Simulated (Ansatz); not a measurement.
Worked example: relaxation of cell and atoms of Cs2PdCl4 (P4/mmm, 7 atoms in the cell) in Ansatz (a program for electronic structure).

Computed with LDA (PW92), default PAW files made with PBE (plane waves; Ansatz).

The change in words: atoms on their sites; relax: default → cell and atoms. Reference geometry:
```
CELL_PARAMETERS angstrom
      7.53176     0.00000     0.00000
      0.00000     7.53176     0.00000
      0.00000     0.00000     4.68752
ATOMIC_POSITIONS crystal
  Cs 0.00000 0.50000 0.50000
  Cs 0.50000 0.00000 0.50000
  Pd 0.00000 0.00000 0.01067
  Cl 0.21866 0.21866 0.00000
  Cl 0.78134 0.78134 0.00000
  Cl 0.78134 0.21866 0.00000
  Cl 0.21866 0.78134 0.00000
```

Reference input (self-consistent single point, DFT, LDA (PW92), plane waves, default PAW files made with PBE): basis.ecutwfc = 420 eV; kpoints.mp_grid.grid = 3 3 4; hamiltonian.xc = lda; hamiltonian.pseudopotentials = {kind: paw} (the program's default PAW files); scf.occupations.method = fixed. This run's input differs from it in these lines:

```diff
@@ -8,3 +8,3 @@
     - { symbol: Cs, position: [0.500000, 0.000000, 0.500000] }
-    - { symbol: Pd, position: [0.000000, 0.000000, 0.010667] }
+    - { symbol: Pd, position: [0.000000, 0.000000, 0.000000] }
     - { symbol: Cl, position: [0.218660, 0.218660, 0.000000] }
@@ -22,2 +22,4 @@
   occupations: { method: fixed }
+relax:
+  cell: {}
 output:
```

Log, with long lists cut:

```
   [... SCF lines of the steps left out ...]
relax step   1: F+E_penalty+E_count = -22040.27076882 eV  Δ(F+E_penalty+E_count) = +0.000e0 eV  max|allowed force component| = 3.795e-1 eV/Å  Δτ_max = 0.0000 Å  P = -2.403 GPa  Ω = 265.911 Å³  (8 SCF iters, dr2 threshold 1.00e-7 eV, accepted)
relax step   2: F+E_penalty+E_count = -22040.44716376 eV  Δ(F+E_penalty+E_count) = -1.764e-1 eV  max|allowed force component| = 3.501e-2 eV/Å  Δτ_max = 0.0005 Å  P = -0.995 GPa  Ω = 249.605 Å³  energy of the carried Pulay correction = +5.434e-4 eV  [...]
   [... lines left out ...]
relax step   6: F+E_penalty+E_count = -22040.50040868 eV  Δ(F+E_penalty+E_count) = -2.074e-4 eV  max|allowed force component| = 1.505e-3 eV/Å  Δτ_max = 0.0050 Å  P = +0.016 GPa  Ω = 232.097 Å³  energy of the carried Pulay correction = +1.166e-3 eV  [...]
relax step   7: F+E_penalty+E_count = -22040.49917588 eV  Δ(F+E_penalty+E_count) = +1.233e-3 eV  max|allowed force component| = 1.540e-3 eV/Å  Δτ_max = 0.0000 Å  P = +0.018 GPa  Ω = 232.097 Å³  stress off target by 3.34e-2 GPa  SCF on the basis [...]
basis re-selected at this cell: Δ(F+E_penalty+E_count) = +1.233e-3 eV, ΔP = +0.002 GPa vs the last step
the relaxation is at rest under the 16 symmetry operations that the run kept from its start: a minimum is not shown …
Free energy (F): -22040.499176 eV
Internal energy: -22040.499176 eV  (E = F + TS)
E sigma→0 (E₀):  -22040.499176 eV
Fermi energy:    2.887748 eV
--- Forces (eV/Å), atoms counted from 1 ---
  atom   1  Cs     0.00000000     0.00000000     0.00000000
  atom   2  Cs     0.00000000     0.00000000     0.00000000
   [... lines left out ...]
  cell:  # Å, volume = 232.0966 Å³
   [... lines left out ...]
    - { symbol: Pd, position: [-5.408435119732579e-19, 1.1618881530984433e-19, 0.0] }
    - { symbol: Cl, position: [0.22404229184555885, 0.22404229184555885, 0.0] }
    - { symbol: Cl, position: [0.7759577081544411, 0.7759577081544411, 0.0] }
    - { symbol: Cl, position: [0.7759577081544411, 0.22404229184555885, 0.0] }
    - { symbol: Cl, position: [0.22404229184555885, 0.7759577081544411, 0.0] }
```

The run converged. 

Summary of the result:
* **Free energy E − TS (on the zero of these files)**: -22040.4992 eV
* **Top of the valence band (on the code's own zero)**: 2.89 eV
* **Gap on the k-point mesh**: 1.94 eV
* **Pressure**: 0.02 GPa
* **Largest force (vector length)**: 0.002 eV/Å
* **Final cell**: a = b = 7.182 Å, c = 4.500 Å, α = β = γ = 90.00°
* **Final volume per atom**: 33.16 Å³
* **Relaxation steps**: 7

The starting cell comes from a database of computed structures (which also holds hypothetical and non-ambient phases and stackings), without a prior relaxation at this level. Its lattice was rescaled by up to half a per cent. The relaxation keeps the symmetry of its start, so its end need not be a minimum. Ansatz's pressure includes its estimate of the finite-basis (Pulay) stress.

Cost on one core of a shared machine: roughly 40 s.

Keys are those of Ansatz 0.2.
